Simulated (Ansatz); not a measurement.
Base system: PbTe in the rock salt structure (space group Fm-3m, No. 225; a = 6.3796 Å). Axes: x, y, z lie along the cube axes.

Level of theory: Ansatz (an electronic-structure program), LDA, PAW, cutoff 420 eV, no spin-orbit coupling.

Now apply this change: the cell is stretched by 1.00 % along z with no lateral relaxation; the atoms relax in the strained cell.

Problem. Predict the stress tensor and what it implies for the stiffness.

Solution. Stress of the strained cell less that of the base (GPa, compression positive):
```
  -0.05    0.00    0.00
   0.00   -0.05    0.00
   0.00    0.00   -1.29
```

Then −Δσ_ii/ε with ε = 0.0100 gives relaxed-ion elastic constants: C33 ≈ 129 GPa.

Whether these cells are dynamically stable was not tested.
